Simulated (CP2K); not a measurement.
Input and output of a self-consistent single point for KMgF3 (Pm-3m, 5 atoms in the cell) (CP2K).

Method of the run: PBEsol, GPW, DZVP-MOLOPT-SR-GTH basis, GTH-PBE potentials (GTH_POTENTIALS) (CP2K).

```yaml
crystal:
  lattice:
    - [3.99000, 0.00000, 0.00000]
    - [0.00000, 3.99000, 0.00000]
    - [0.00000, 0.00000, 3.99000]
  atoms:
    - { symbol: K, position: [0.00000, 0.00000, 0.00000] }
    - { symbol: Mg, position: [0.50000, 0.50000, 0.50000] }
    - { symbol: F, position: [0.50000, 0.00000, 0.50000] }
    - { symbol: F, position: [0.00000, 0.50000, 0.50000] }
    - { symbol: F, position: [0.50000, 0.50000, 0.00000] }
```

Reference input (self-consistent single point, DFT PBE, GPW, DZVP-MOLOPT-SR-GTH basis, GTH-PBE potentials (GTH_POTENTIALS)): CUTOFF = 1000 Ry; REL_CUTOFF = 60 Ry; SMEAR/METHOD = FERMI_DIRAC; ELECTRONIC_TEMPERATURE = 580.23 K; KPOINTS/SCHEME = MONKHORST-PACK 4 4 4; GAMMA_CENTERED = T; XC_FUNCTIONAL = PBE; K/BASIS_SET = DZVP-MOLOPT-SR-GTH; K/POTENTIAL = GTH-PBE-q9; Mg/BASIS_SET = DZVP-MOLOPT-SR-GTH; Mg/POTENTIAL = GTH-PBE-q10; F/BASIS_SET = DZVP-MOLOPT-SR-GTH. This run's input differs from it in these lines:

```diff
@@ -43,3 +43,6 @@
     &XC
-      &XC_FUNCTIONAL PBE
+      &XC_FUNCTIONAL
+        &PBE
+          PARAMETRIZATION PBESOL
+        &END PBE
       &END XC_FUNCTIONAL
```

Output (repeated stretches shortened):

```
 SCF WAVEFUNCTION OPTIMIZATION

  Step     Update method      Time    Convergence         Total energy    Change
     1 NoMix/Diag. 0.30E+00      -     2.05053250      -164.3645908741 -1.64E+02
     2 Broy./Diag. 0.30E+00      -     0.06996925      -160.9044651266  3.46E+00
     3 Broy./Diag. 0.30E+00      -     0.03185863      -163.6696333394 -2.77E+00
     4 Broy./Diag. 0.30E+00      -     0.02354338      -164.1941321234 -5.24E-01
     5 Broy./Diag. 0.30E+00      -     0.00305176      -164.0272852607  1.67E-01
     6 Broy./Diag. 0.30E+00      -     0.00458736      -164.1663065171 -1.39E-01
   [... 3 lines left out ...]
    10 Broy./Diag. 0.30E+00      -     0.00001272      -164.1758826750 -1.90E-05
    11 Broy./Diag. 0.30E+00      -     0.00000169      -164.1758917441 -9.07E-06
    12 Broy./Diag. 0.30E+00      -     0.00000142      -164.1758873921  4.35E-06
    13 Broy./Diag. 0.30E+00      -     0.00000005      -164.1758873059  8.62E-08
  *** SCF run converged in    13 steps ***

  Overlap energy of the core charge distribution:               0.00000000000000
  Self energy of the core charge distribution:               -396.40819870917346
  Core Hamiltonian energy:                                    111.17843837950966
  Hartree energy:                                             147.79787237725358
  Exchange-correlation energy:                                -26.74399935351206
  Electronic entropic energy:                                  -0.00000000000000
  Fermi energy:                                                 0.13628163090568

  Total energy:                                              -164.17588730592229
  Total energy (extrapolated to T->0):                       -164.17588730592229

   [... lines left out ...]

 STRESS| Analytical stress tensor [bar]
 STRESS|                        x                   y                   z
 STRESS|      x        1.94336556028E+04  -1.93311006794E-07  -1.91457612816E-07
 STRESS|      y       -1.93311006794E-07   1.94336556027E+04  -1.91681974776E-07
 STRESS|      z       -1.91457612816E-07  -1.91681974776E-07   1.94336556028E+04
 STRESS| 1/3 Trace                                             1.94336556028E+04
```

The run converged in 13 iterations. Against the reference run the pressure goes from 5.12 to 1.94 GPa and the gap on the mesh goes from 7.312 to 7.099 eV.

The starting cell has typed, rounded lattice constants, without a prior relaxation at this level. Values carry the incompleteness of an atom-centred basis. The potentials were made for another functional than the one used.
